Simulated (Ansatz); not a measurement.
Take WC (space group P-6m2, No. 187; a = 2.899 Å, c = 2.827 Å; relaxed with 0.1 eV smearing) as the base. Axes: x lies along a and z along c of the hexagonal cell.

Method: DFT with PBEsol, PAW potentials and a 420 eV plane-wave cutoff in Ansatz (an electronic-structure program), no spin-orbit coupling, earlier PAW set.

Before the change:

The pressure is 0.0 GPa and the shortest interatomic distance comes out as 219.1 pm. The band gap is zero.

It is then changed as follows: the cell is compressed by 2.22 % along x with no lateral relaxation; the atoms relax in the strained cell.

Q: Predict the new energy relative to the base.

A: The energy goes up by 12 meV/atom.

Q: What does the calculation give for the pressure after the change?

A: The pressure (mean of the normal stresses, compression positive) goes from zero to 9.2 GPa.

Q: Predict the new shortest interatomic distance.

A: The shortest interatomic distance shrinks by 1.8 pm to 217.3 pm.

Q: What does the calculation give for the band gap after the change?

A: The band gap remains zero.

No phonon test of stability was made. The final runs are not spin-polarised.
